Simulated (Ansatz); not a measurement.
CaO (Fm-3m), PBE, rigid bands (Ansatz, an electronic-structure program): N_v = 1.51e20 cm⁻³ at 300 K and a hole conductivity mass of 1.37 mₑ.

Question: For 1e16 holes per cm³ at 300 K, place the Fermi level, estimate the Seebeck coefficient of a parabolic band with constant τ, and give mobility and conductivity for τ = 20 fs.

Answer: The level lies k_BT ln(N_v/p) = 0.249 eV above the valence-band maximum. S ≈ +(k_B/e)[ln(N_v/p) + 5/2] = 1045 μV/K, against 1046 μV/K from the full bands (mean over directions). μ = eτ/m = 25.7 cm²/(V·s) and σ = peμ = 0.0411 S/cm. τ is assumed, not computed.

Band transport and this doping are assumed; polarons and phonon drag are left out. Spin-orbit coupling is left out; where it splits the top of the valence band, N_v and the p-type Seebeck coefficient come out somewhat high without it. Geometry: cell and atoms relaxed with PBEsol.
